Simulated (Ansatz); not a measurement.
## A computed series for La2O3: response to strain

The reference is La₂O₃ (space group P-3m1, No. 164; a = 3.935 Å, c = 6.126 Å). Axes: x lies along a and z along c of the hexagonal cell.

Strains are applied to the cell and any free atomic positions relax; under biaxial strain the out-of-plane vector relaxes too.

The values are results of r2SCAN, PAW, 500 eV (Ansatz, an electronic-structure program; no SOC), not measurements.

```json
[
 {"case": "base", "gap character": "indirect, L → K", "band gap": "4.23 eV", "volume per atom": "16.43 Å³"},
 {"case": "biaxial strain −3.40 %, plane normal [001], relaxed out of plane", "gap character": "indirect, K → M", "band gap": "4.16 eV", "volume per atom": "15.99 Å³"},
 {"case": "biaxial strain +1.01 %, plane normal [001], relaxed out of plane", "gap character": "indirect, L → K", "band gap": "4.11 eV", "volume per atom": "16.55 Å³"},
 {"case": "biaxial strain +1.64 %, plane normal [001], relaxed out of plane", "gap character": "indirect, L → K", "band gap": "4.04 eV", "volume per atom": "16.62 Å³"},
 {"case": "isotropic strain −2.83 %", "gap character": "indirect, K → M", "band gap": "[?]", "volume per atom": "15.08 Å³"},
 {"case": "isotropic strain −1.14 %", "gap character": "[?]", "band gap": "4.28 eV", "volume per atom": "15.88 Å³"},
 {"case": "isotropic strain +1.77 %", "gap character": "indirect, L → K", "band gap": "[?]", "volume per atom": "17.32 Å³"},
 {"case": "uniaxial strain ε_xx = +0.37 %", "gap character": "indirect, M₂ → C₂", "band gap": "4.21 eV", "volume per atom": "16.49 Å³"},
 {"case": "uniaxial strain ε_zz = −1.25 %", "gap character": "indirect, L → K", "band gap": "4.20 eV", "volume per atom": "16.23 Å³"}
]
```

Task: Complete the table.

Result: 
- isotropic strain −2.83 %, band gap: 4.31 eV
- isotropic strain −1.14 %, gap character: indirect, H–A (21 % along) → K
- isotropic strain +1.77 %, band gap: 4.09 eV

No phonon test of stability was made. Labels are those of the standard path for the cell's own space group.
